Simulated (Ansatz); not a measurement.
**TiC: response to strain**

Base system: TiC in the rock salt structure (space group Fm-3m, No. 225; a = 4.261 Å; relaxed with 0.1 eV smearing). Axes: x, y, z lie along the cube axes.

Strains are applied to the cell and any free atomic positions relax.

Calculations: Ansatz (a first-principles code), LDA, PAW, cutoff 420 eV, no SOC.

Notes on the quantities. pressure: mean of the normal stresses, compression positive; energy relative to the base: free energy F.

```
variant                         pressure  energy relative to the base  volume per atom
------------------------------  --------  ---------------------------  ---------------
base                             0.0 GPa                   0 meV/atom          9.67 Å³
uniaxial strain ε_zz = −3.00 %   9.6 GPa                 +18 meV/atom          9.38 Å³
uniaxial strain ε_zz = −2.50 %       [?]                          [?]          9.43 Å³
uniaxial strain ε_zz = −2.00 %   6.2 GPa                +7.6 meV/atom          9.48 Å³
uniaxial strain ε_zz = −1.50 %   4.5 GPa                +4.2 meV/atom          9.52 Å³
uniaxial strain ε_zz = −1.00 %   2.9 GPa                +1.8 meV/atom          9.57 Å³
uniaxial strain ε_zz = −0.50 %   1.4 GPa                +0.4 meV/atom          9.62 Å³
uniaxial strain ε_zz = +0.50 %  -1.4 GPa                +0.4 meV/atom          9.72 Å³
uniaxial strain ε_zz = +1.00 %  -2.7 GPa                +1.7 meV/atom          9.77 Å³
uniaxial strain ε_zz = +1.50 %  -4.0 GPa                +3.8 meV/atom          9.81 Å³
```

**Question.** Some entries are withheld; estimate them.

**Answer.** 
- uniaxial strain ε_zz = −2.50 %, pressure: 7.9 GPa
- uniaxial strain ε_zz = −2.50 %, energy relative to the base: +12 meV/atom

No phonon test of stability was made. The final runs are not spin-polarised.
